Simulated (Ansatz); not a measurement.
Base system: BN in the h-BN type structure (space group P6_3/mmc, No. 194; a = 2.4998 Å, c = 6.4129 Å; layered, stacked along the Cartesian z axis).

It is then changed as follows: P takes the place of N on all its sites; the structure is relaxed again.

Levels (all Ansatz, a first-principles code, PAW, earlier PAW set): PBEsol-D3(BJ) (420 eV, no SOC); r2SCAN (500 eV, spin-orbit coupling left out); HSE06 (420 eV, no spin-orbit coupling); PBEsol+SOC (420 eV, noncollinear with spin-orbit coupling).

One geometry, relaxed with PBEsol-D3(BJ), under each level:

```tsv
level	band gap	lowest conduction level above the VBM at special points
PBEsol-D3(BJ)	0.34 eV	M 0.36 eV; H 0.53 eV; L 1.11 eV; K 1.53 eV
r2SCAN	0.56 eV	M 0.57 eV; H 0.76 eV; L 1.34 eV; K 1.72 eV
HSE06	0.83 eV	M 0.83 eV; H 1.02 eV; L 1.65 eV; Γ 4.28 eV
PBEsol+SOC	0.34 eV	M 0.36 eV; H 0.53 eV; L 1.11 eV; K 1.53 eV
```

Single points use the geometry relaxed with PBEsol-D3(BJ). HSE06 was sampled on its mesh, a few special points and the semilocal edge points, so its gap is an upper bound. Differences between runs with and without spin-orbit coupling are approximate. Whether these cells are dynamically stable was not tested. As relaxed here, BP is a hypothetical phase, not in the database extracts checked.
